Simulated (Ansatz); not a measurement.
Hypothetical rock salt ZrSi: biaxial strain −2.33 %, plane normal [001], relaxed out of plane

Start from ZrSi in the rock salt structure (space group Fm-3m, No. 225; a = 5.3412 Å; a hypothetical phase, not in the database extracts checked). Axes: x, y, z lie along the cube axes.

Now apply this change: compressive biaxial strain of 2.33 % in the plane normal to [001], as in epitaxy on a mismatched substrate; the out-of-plane cell vector and the atoms relax.

Method: PBEsol (Ansatz, an electronic-structure program), spin-orbit coupling left out. k-mesh 15×15×15 (Γ-centred); smearing 0.05 eV (Fermi–Dirac).

```tsv
quantity	base	changed	shift
volume per atom	19.05 Å³	18.28 Å³	-0.77 Å³
shortest interatomic distance	2.671 Å	2.608 Å	-0.0622 Å
energy relative to the base (free energy F)	0 meV/atom	+22 meV/atom	+22 meV/atom
pressure (mean of the normal stresses, compression positive)	0.0 GPa	5.6 GPa	+5.6 GPa
band gap	zero	zero	–
out-of-plane strain (rough)	–	+0.60 %	–
mean in-plane stress (compression positive) (rough)	–	+8.5 GPa	–
```

Final structure (turned so that z lies along the plane normal):

```xyz
2
Lattice="3.6888 0.0000 0.0000 0.0000 3.6888 0.0000 1.8444 -1.8444 2.6867" Properties=species:S:1:pos:R:3 pbc="T T T"
Si     0.0000     0.0000     0.0000
Zr     3.6888     0.0000     2.6867
```

Without a gap, meshes like the base's 15×15×15 leave anisotropic stresses uncertain by several tenths of a GPa, and small strain energies with them. Whether these cells are dynamically stable was not tested. The final runs are not spin-polarised.
